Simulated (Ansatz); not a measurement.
System: SiGe (P6₃mc, No. 186, 4 atoms in the cell; start mp-978534). Method: LDA in Ansatz (plane waves, PAW).

Numerical settings: plane-wave cutoff 520 eV, 12×12×6 k mesh (along the axes of the cell as run), scalar-relativistic PAW data made under PBE.

Computed at the level's own relaxed cell.

Hill averages of the elastic tensor: K = 84.8 GPa, G = 59.3 GPa. Volume 20.739 Å³/atom, mean atomic mass 50.363 u.

**Question.** Work out the density, the sound velocities of a polycrystal and the elastic Debye temperature at this level.

**Answer.** ρ = 1.66054 × 50.363/20.739 = 4.032 g/cm³. v_l = √[(K + 4G/3)/ρ] = 6.375 km/s and v_t = √(G/ρ) = 3.835 km/s. The mean follows from 3/v_m³ = 1/v_l³ + 2/v_t³: v_m = 4.241 km/s. Θ_D = (ħ/k_B) v_m (6π²/V)^(1/3) = 76.38 K Å s/km × 4.241 × 1.4187 Å⁻¹ = 460 K, counting all atoms of the cell.

Note: the relaxation could not lower the start's symmetry, so the cell can be a saddle point above a distorted one.

A start named mp-… is a Materials Project structure, which need not be a measured phase.

Ansatz is a program for electronic structure.
